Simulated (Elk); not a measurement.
```
Bi2TeSe2
1.0
    2.12181     1.22503    10.24649
   -2.12181     1.22503    10.24649
    0.00000    -2.45005    10.24649
Bi Te Se
2 1 2
Direct
  0.60651   0.60651   0.60651
  0.39679   0.39679   0.39679
  0.21496   0.21496   0.21496
  0.00243   0.00243   0.00243
  0.77932   0.77932   0.77932
```

Method of the run: Elk 10.2.4 with LDA (PW92), all-electron FP-LAPW, Elk's shipped species files, default APW+lo basis.

The set-up and first iterations of an Elk log for Bi2TeSe2 (R3m, 5 atoms in the cell):

```
│ Elk code version 10.2.4 │

All units are atomic (Hartree, Bohr, etc.)

│ Ground-state run starting from atomic densities │

Lattice vectors :
   4.009639940       2.314967237       19.36305411
  -4.009639940       2.314967237       19.36305411
   0.000000000      -4.629932858       19.36305430

Unit cell volume      :    1078.388466
Brillouin zone volume :   0.2300193495

Muffin-tin inner radius fraction :   0.1000000000E-01

Nuclei treated as point charges

Species :    1 (Bi)
 parameters loaded from : Bi.in
 name : bismuth
 nuclear charge    :   -83.00000000
 electronic charge :    83.00000000
 atomic mass :    380947.9282
 muffin-tin radius :    2.800000000
 number of radial points in muffin-tin :    697
 atomic positions (lattice), magnetic fields (Cartesian) :
   1 :   0.39155300  0.39155300  0.39155300    0.00000000  0.00000000  0.00000000
   2 :   0.18183300  0.18183300  0.18183300    0.00000000  0.00000000  0.00000000

   [... lines left out ...]

Muffin-tin radius times maximum |G+k| :    7.000000000
 using average radius
Maximum |G+k| for APW functions       :    2.692307692
Maximum (1/2)|G+k|²                   :    3.624260355
Maximum |G| for potential and density :    12.00000000
 potential will be trimmed for |G| > 2 gkmax
Constant for pseudocharge density :    8
Radial integration step length :    4

G-vector grid sizes :     80    80    80
Number of G-vectors :    31537

Maximum angular momentum used for
 APW functions                      :    8
 outer part of muffin-tin           :    6
 inner part of muffin-tin           :    1

Total nuclear charge    :   -286.0000000
Total core charge       :    208.0000000
Total valence charge    :    78.00000000
Total excess charge     :    0.000000000
Total electronic charge :    286.0000000

Effective Wigner radius, rₛ :   0.9655472485

Number of empty states         :   20
Total number of valence states :   59
Total number of core states    :  208

Total number of local-orbitals :   75

Exchange-correlation functional :      3     0     0
 Perdew-Wang/Ceperley-Alder, Phys. Rev. B 45, 13244 (1992)
 gradient requirement :    0
 local density approximation (LDA)

Smearing type :    3
 Fermi-Dirac
Smearing width :   0.1837470000E-02
Effective electronic temperature (K) :    580.2271348

Mixing type :    3
 Broyden mixing, J. Phys. A: Math. Gen. 17, L317 (1984)

Kohn-Sham potential initialised from atomic data
│ Self-consistent loop started │
│ Loop number : 1 │
 total energy                :     -54799.8411834
│ Loop number : 2 │
 total energy                :     -54800.1785876
RMS change in Kohn-Sham potential (target) :   0.1168540829     (  0.1000000000E-05)
Absolute change in total energy (target)   :   0.3374042264     (  0.1000000000E-03)
│ Loop number : 3 │
 total energy                :     -54799.6451008
RMS change in Kohn-Sham potential (target) :   0.1155706318     (  0.1000000000E-05)
Absolute change in total energy (target)   :   0.4491357201     (  0.1000000000E-03)
│ Loop number : 4 │
 total energy                :     -54799.5336570
RMS change in Kohn-Sham potential (target) :   0.1085218734     (  0.1000000000E-05)
Absolute change in total energy (target)   :   0.2237277497     (  0.1000000000E-03)
│ Loop number : 5 │
 total energy                :     -54795.8852477
RMS change in Kohn-Sham potential (target) :   0.8123489084E-01 (  0.1000000000E-05)
Absolute change in total energy (target)   :    3.704341252     (  0.1000000000E-03)
│ Loop number : 6 │
 total energy                :     -54790.9847484
RMS change in Kohn-Sham potential (target) :   0.3885973547E-01 (  0.1000000000E-05)
Absolute change in total energy (target)   :    5.826584637     (  0.1000000000E-03)
│ Loop number : 7 │
 total energy                :     -54785.1026485
RMS change in Kohn-Sham potential (target) :   0.3019395687E-01 (  0.1000000000E-05)
   [... lines left out ...]
```

Question: Will this run converge, and how will it end?

Answer: The run ended unconverged after 100 iterations. It gives no final result for the task that was set. The log goes on:

```
 total energy                :     -54779.8027125
RMS change in Kohn-Sham potential (target) :   0.7197480446E-01 (  0.1000000000E-05)
   [... lines left out ...]
RMS change in Kohn-Sham potential (target) :   0.3307633966E-01 (  0.1000000000E-05)
Absolute change in total energy (target)   :    3.066065722     (  0.1000000000E-03)
│ Loop number : 98 │
 total energy                :     -54787.4951733
RMS change in Kohn-Sham potential (target) :   0.4030576678E-01 (  0.1000000000E-05)
Absolute change in total energy (target)   :    1.044196847     (  0.1000000000E-03)
│ Loop number : 99 │
 total energy                :     -54785.8214297
RMS change in Kohn-Sham potential (target) :   0.2535972962E-01 (  0.1000000000E-05)
Absolute change in total energy (target)   :    1.412694352     (  0.1000000000E-03)
│ Loop number : 100 │
Reached self-consistent loops maximum

Energies :
 Fermi                       :     0.157308786408
 total energy                :     -54798.5020678

Density of states at Fermi energy :   0.2962401661
 (states/Hartree/unit cell)

Estimated indirect band gap :   0.1888752206E-01
 from k-point      1 to k-point      1
Estimated direct band gap   :   0.1888752206E-01
 at k-point      1

Charges :
 core                        :    208.0000000
 valence                     :    78.00000000
 interstitial                :    9.282056455
 muffin-tins (core leakage)
  species :    1 (Bi)
   atom    1                 :    81.08076598     (  0.6738251323E-03)
   atom    2                 :    80.89183571     (  0.6638692882E-03)
  species :    2 (Te)
   atom    1                 :    49.90950384     (  0.4069853754E-03)
  species :    3 (Se)
   atom    1                 :    32.41204664     (  0.5910394541E-04)
   atom    2                 :    32.42379138     (  0.5948983209E-04)
 total in muffin-tins        :    276.7179435
 total calculated charge     :    285.9754971
 total charge                :    286.0000000
 error                       :   0.2450294742E-01

│ Self-consistent loop stopped │
```

The starting cell comes from a database of computed structures (which also holds hypothetical and non-ambient phases and stackings), without a prior relaxation at this level. Spin-orbit coupling is off. Values depend on the basis (sphere radii, cutoffs, local orbitals), which need not be converged.

The run was DFT, LDA (PW92), all-electron FP-LAPW, Elk's shipped species files, default APW+lo basis. Main settings of its input:

```
setting          value
-------  -------------
swidth   0.00183747 Ha
ngridk           4 4 4
maxscl             100
```
